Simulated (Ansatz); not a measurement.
A periodic model of amorphous Al28O45W:

```xyz
74
Lattice="9.3947 0.1766 0.1774 0.1766 9.5216 0.0069 0.1774 0.0069 9.1318" Properties=species:S:1:pos:R:3 pbc="T T T"
Al     8.1563     3.4000     7.8913
Al     8.9780     7.2186     4.5182
Al     1.7296     8.0296     6.1083
Al     2.3928     5.3100     1.4505
Al     4.8235     3.2628     8.8739
Al     4.4474     3.8727     3.0228
Al     3.8682     4.4195     5.9566
Al     6.0977     2.0744     4.9393
Al     7.5037     6.8019     7.3407
Al     4.5321     9.3667     2.9625
Al     8.4709     4.3346     3.6415
Al     0.6819     4.8976     6.3518
Al     6.8435     4.3387     0.9188
Al     0.9242     1.5740     6.7510
Al     6.4311     6.6108     2.3315
Al     0.7647     3.5018     0.2143
Al     4.6917     7.6081     5.8255
Al     1.6291     8.4963     2.4790
Al     6.4948     8.9387     0.3906
Al     9.2619     0.5297     1.0353
Al     4.8832     6.0721     8.4444
Al     3.5102     6.4445     3.6670
Al     1.5850     6.8551     8.8376
Al     9.0559     1.7379     4.0966
Al     7.3271     9.3930     3.1258
Al     8.3122     9.4544     6.6402
Al     1.9440     3.1401     3.9794
Al     2.7151     1.7653     1.2835
O      0.4239     3.1165     2.9471
O      9.2634     5.4725     4.7799
O      2.3241     6.8893     2.4068
O      5.7514     6.6575     7.0063
O      1.0374     1.8149     4.9753
O      5.6019     9.1365     6.0680
O      2.8180     4.7046     3.1473
O      7.8208     0.5309     4.8081
O      1.0464     1.6124     0.4260
O      5.4210     1.8952     6.6763
O      8.3623     1.7337     7.2154
O      8.3506     5.2084     7.2827
O      3.3505     8.3829     6.7873
O      7.6129     2.9565     4.3828
O      7.4887     5.1223     2.4426
O      5.0359     5.7776     3.0261
O      4.2072     1.6437     9.0947
O      0.1100     0.2780     2.6634
O      1.2951     6.5274     7.0628
O      7.7487     8.4134     8.2275
O      6.1882     6.1085     0.4565
O      3.7597     6.1040     5.4176
O      0.8097     5.3772     0.5533
O      8.1923     7.7113     5.9805
O      4.1385     8.1240     4.1299
O      2.5479     3.5957     0.7355
O      4.2311     4.4890     7.6918
O      0.7194     3.3366     7.4732
O      2.1609     4.0797     5.5478
O      5.8241     8.3873     2.0047
O      6.4940     3.6244     8.4148
O      5.6663     0.9284     3.5449
O      0.8761     8.2901     0.6607
O      3.1552     6.4058     0.0794
O      3.2574     2.3175     2.9893
O      3.0297     9.5673     2.0358
O      4.9159     3.5168     4.7479
O      2.7347     1.3604     6.9657
O      5.2461     3.6219     1.4655
O      7.4825     0.4475     1.3121
O      8.3854     3.4964     0.5531
O      1.1727     7.8977     4.3914
O      5.1317     8.9161     8.6714
O      7.8031     7.6262     3.2366
O      0.7276     9.2867     6.7975
W      4.3169     0.5258     7.3184
```

These are PBE, scalar-relativistic without spin-orbit coupling (plane waves to 420 eV, PAW; Ansatz, a program for electronic structure) values and carry that method's errors.

The cell was made by melting and quenching with the CHGNet potential and then relaxed with DFT. O atoms were pushed apart under 1.9 Å during the dynamics, to hinder bonds among them. The hot cell started wider than the set density and was brought back towards it in steps. It is the lowest in DFT energy of 2 quenches. It is a model cell: composition and starting density were chosen by hand, and all elements were melted together. No dispersion term was used. Its density started from a set value of 3.36 and ended at 3.38 g/cm³. The quench (nominally 410 K/ps over its main leg) was far faster than any real one, so the model tends to hold more defects than a real film. A cell of this size samples the disorder only roughly. Volume and shape were free in the relaxation. Stress components on the final sampling reach 0.9 GPa. Cycles of charging lowered its energy after that relaxation.

Bonds are counted up to Al-Al 2.66 Å, Al-O 2.18 Å, Al-W 2.85 Å, O-O 1.58 Å, O-W 2.51 Å, W-W 3.04 Å. Two cations that share two anions don't count as bonded, nor two that share one unless they lie closer than Al-Al 2.59 Å, Al-W 2.77 Å, W-W 2.95 Å.

### Question
Give the coordination numbers, mean bond lengths and angles.

### Answer

| Property | Result |
|---|---|
| Mean coordination of Al by anions | 4.57 (12 with 4, 16 with 5) |
| Mean coordination of O | 2.98 (4 with 2, 38 with 3, 3 with 4) |
| Mean coordination of W by anions | 6.00 (1 with 6) |
| Mean Al-O bond | 1.849 Å (spread 0.070 Å, 128 counted) |
| Mean O-W bond | 1.944 Å (spread 0.110 Å, 6 counted) |
| Bond angle at Al | mean 107.3°, spread 23.6° |
| Bond angle at O | mean 115.6°, spread 18.0° |
| Bond angle at W | mean 103.2°, spread 26.0° |

### Question
List the pairs of like atoms that count as bonded by the rules above.

### Answer
There are none by these rules.
